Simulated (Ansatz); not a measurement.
System: La₂Ti₂O₇ (Cmc2₁, No. 36, 22 atoms in the cell; start mp-8154). Method: r²SCAN+SOC (Ansatz, an electronic-structure program, plane waves, PAW).

Settings: plane-wave cutoff 560 eV, 8×8×6 k mesh (along the axes of the cell as run), Fermi–Dirac smearing 0.01 eV, PAW data made under PBE.

Cell (relaxed with PBEsol):

```cif
data_La8O28Ti8
_chemical_formula_sum 'La8 Ti8 O28'
_space_group_name_H-M_alt 'Cmc21'
_space_group_IT_number 36
_space_group_name_Hall 'C 2c -2'
_cell_length_a 3.89172
_cell_length_b 25.42467
_cell_length_c 5.52963
_cell_angle_alpha 90.000
_cell_angle_beta 90.000
_cell_angle_gamma 90.000
loop_
_atom_site_label
_atom_site_type_symbol
_atom_site_symmetry_multiplicity
_atom_site_Wyckoff_symbol
_atom_site_fract_x
_atom_site_fract_y
_atom_site_fract_z
_atom_site_occupancy
La1 La 4 a 0.00000 0.29709 0.16094 1
La2 La 4 a 0.00000 0.55267 0.24477 1
Ti1 Ti 4 a 0.00000 0.16280 0.20344 1
Ti2 Ti 4 a 0.00000 0.06026 0.74023 1
O1 O 4 a 0.00000 0.21982 0.41933 1
O2 O 4 a 0.00000 0.11701 0.55026 1
O3 O 4 a 0.00000 0.65351 0.24496 1
O4 O 4 a 0.00000 0.45084 0.26855 1
O5 O 4 a 0.00000 0.01097 0.47479 1
O6 O 4 a 0.00000 0.09205 0.06030 1
O7 O 4 a 0.00000 0.20301 0.93673 1
```
(The calculation used a cell of 22 atoms; values per cell refer to that cell.)

Predict the band gap.


band gap: 3.25 eV (on the SCF k mesh)

Note: cell and atoms aren't relaxed at this level (largest force component 0.17 eV/Å, pressure 3.4 GPa).

Static lattice: no zero-point or thermal effects.

Cost on a shared machine: roughly 2.6 core-hours.

A start named mp-… is a Materials Project structure, which need not be a measured phase.
